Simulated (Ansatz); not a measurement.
Take V in the bcc (W type) structure (space group Im-3m, No. 229; a = 2.959 Å) as the base.

The other end (x = 1) is Sc in the bcc (W type) structure (space group Im-3m, No. 229; a hypothetical phase, not in the database extracts checked): 23.87 Å³/atom, gap zero; this end may not be an ambient phase.

Calculations: PBEsol in Ansatz (plane waves to 420 eV, PAW, spin-orbit coupling left out).

Sc replaces a fraction x of V; each row is one arrangement (x, atoms in the cell, starting space group or random), fully relaxed.

One change was made to it. Results:

The mixing energy comes out as +0.19 eV/atom (to 0.01 eV only: unlike meshes or grids) (against an end that may be hypothetical); the deviation of the volume from the linear (Vegard-type) interpolation comes out as -4.5 %; the shortest interatomic distance decreases by 0.073 Å, from 2.562 Å to 2.489 Å.

Problem. What was done to the base?
(A) x(Sc) = 0.75, 4 atoms, P4/mmm
(B) x(Sc) = 0.25, 4 atoms, P4/mmm
(C) x(Sc) = 0.5, 4 atoms, P2_1/m
(D) x(Sc) = 0.5, 4 atoms, P4/nmm

Solution. C, x(Sc) = 0.5, 4 atoms, P2_1/m. For comparison, the mixing energy in the other runs: x(Sc) = 0.75, 4 atoms, P4/mmm gives +0.13 eV/atom; x(Sc) = 0.25, 4 atoms, P4/mmm gives +0.33 eV/atom; x(Sc) = 0.5, 4 atoms, P4/nmm gives +0.04 eV/atom.

The magnetic state is the one reached from the starting moments; the real material's order can differ, and small cells can't hold many antiferromagnetic ones. Each cell is one ordered arrangement of few atoms, which overstates ordering effects compared with a random alloy. No phonon test of stability was made. Seeded moments were not kept for x(Sc) = 0.5, 4 atoms, P2_1/m, the base, x(Sc) = 0.25, 4 atoms, P4/mmm and x(Sc) = 0.5, 4 atoms, P4/nmm. Spin-polarised in the final run: Sc3V; the other runs are not. Sc has a high density of states at the Fermi level and may be magnetic at this level.

Ansatz is a program for electronic structure.
